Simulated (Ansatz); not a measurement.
Take ZnCu in the CsCl type structure (space group Pm-3m, No. 221; a = 2.908 Å; relaxed with 0.1 eV smearing) as the base. Axes: x, y, z lie along the cube axes.

Calculations: PBEsol (Ansatz, an electronic-structure program), no SOC.

Before the change:

```
Property                         Result
-----------------------------  --------
Pressure                        0.0 GPa
Shortest interatomic distance  251.9 pm
```

Now apply this change: the cell is stretched by 1.82 % along x with no lateral relaxation; the atoms relax in the strained cell.

Q: What does the calculation give for the pressure and shortest interatomic distance after the change?

A: The pressure (mean of the normal stresses, compression positive) goes from zero to -2.4 GPa; the shortest interatomic distance increases by 1.5 pm, from 251.9 pm to 253.4 pm.

Stability against distortions was not tested. All final runs are without spin polarisation.
